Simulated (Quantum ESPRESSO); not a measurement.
Quick settings and what they miss: a (001) slab of W (cut from a parent of space group no. 229; 8 atoms in the cell)

Self-consistent single point.

```
CELL_PARAMETERS angstrom
      3.23690     0.00000     0.00000
      0.00000     3.23690     0.00000
      0.00000     0.00000    23.09610
ATOMIC_POSITIONS crystal
  W  0.00000 0.00000 0.32842
  W  0.50000 0.50000 0.25978
  W  0.00000 0.00000 0.46569
  W  0.50000 0.50000 0.39705
  W  0.00000 0.00000 0.60295
  W  0.50000 0.50000 0.53431
  W  0.00000 0.00000 0.74022
  W  0.50000 0.50000 0.67158
```

Computed with LDA (PZ), GBRV 1.5 ultrasoft (LDA) pseudopotentials (plane waves; Quantum ESPRESSO).

Base settings: ecutwfc = 40 Ry; ecutrho = 320 Ry; occupations = smearing; smearing = cold; degauss = 0.0073499 Ry; potentials = {W: w_lda_v1.2.uspp.F.UPF}; K_POINTS = automatic 7 7 1 0 0 0; conv_thr = 1e-10 Ry; mixing_beta = 0.3.

Tight run (finer mesh or higher cutoff; not a proven limit): ecutwfc: 40 Ry → 56 Ry; ecutrho: 320 Ry → 448 Ry; conv_thr: 1e-10 Ry → 7.3e-11 Ry; K_POINTS: automatic 7 7 1 0 0 0 → automatic 10 10 1 0 0 0. It gave Fermi level (on the code's own zero) 9.66 eV; pressure averaged over the cell with its vacuum -15.74 GPa; largest force (vector length) 2.931 eV/Å.

Quick runs, as changes from the base:
- A: the base itself
- B: ecutwfc: 40 Ry → 24 Ry; ecutrho: 320 Ry → 192 Ry; pseudopotentials: {W: w_lda_v1.2.uspp.F.UPF} → {W: w_pbesol_v1.2.uspp.F.UPF}; K_POINTS: automatic 7 7 1 0 0 0 → automatic 1 1 1 0 0 0 [PBEsol]
- C: smearing: cold → gauss; degauss: 0.0073499 Ry → 0.019992 Ry; conv_thr: 1e-10 Ry → 7.3e-06 Ry; K_POINTS: automatic 7 7 1 0 0 0 → automatic 4 4 1 0 0 0
- D: ecutwfc: 40 Ry → 32 Ry; ecutrho: 320 Ry → 256 Ry; K_POINTS: automatic 7 7 1 0 0 0 → automatic 6 6 1 0 0 0
- E: ecutwfc: 40 Ry → 24 Ry; ecutrho: 320 Ry → 192 Ry; smearing: cold → mp; degauss: 0.0073499 Ry → 0.0099958 Ry; conv_thr: 1e-10 Ry → 7.3e-06 Ry; K_POINTS: automatic 7 7 1 0 0 0 → automatic 6 6 1 0 0 0
- F: ecutwfc: 40 Ry → 28 Ry; ecutrho: 320 Ry → 224 Ry; K_POINTS: automatic 7 7 1 0 0 0 → automatic 8 8 1 0 0 0

Energies are extrapolated to zero smearing width, which holds to low order in the width alone (under cold and Methfessel-Paxton smearing the free energy itself is taken).

Dashes: energy of B, another energy zero.

† marks runs with another functional, U, potentials or spin treatment: their distance from the tight run is not a convergence error alone.

The count of work is k-points × plane waves × bands × iterations; it is no time. Core times come from one kind of shared machine and are given to one figure; runs under 30 s give none.

The starting cell comes from a database of computed structures (which also holds hypothetical and non-ambient phases and stackings), without a prior relaxation at this level. The slab is cut from that crystal, and its faces are unrelaxed. Its lattice was rescaled in the plane by a random factor within 2.5 % of one. Spin polarisation is off. In the base run, forces exceed 1 eV/Å.

| run | energy less tight (meV/atom) | largest miss in a force vector (eV/Å) | count of work / tight | core time / tight (rough) |
|---|---|---|---|---|
| A | 82.8 | 0.243 | 0.29 | 0.4 |
| B† | – | 3.721 | 0.020 | 0.1 |
| C | 45.9 | 0.205 | 0.11 | 0.2 |
| D | 186.3 | 0.105 | 0.19 | 0.3 |
| E | 318.5 | 0.108 | 0.083 | 0.1 |
| F | 201.5 | 0.057 | 0.25 | 0.3 |

Among the runs at the tight run's level, the energy misses run from 45.9 to 318.5 meV/atom.
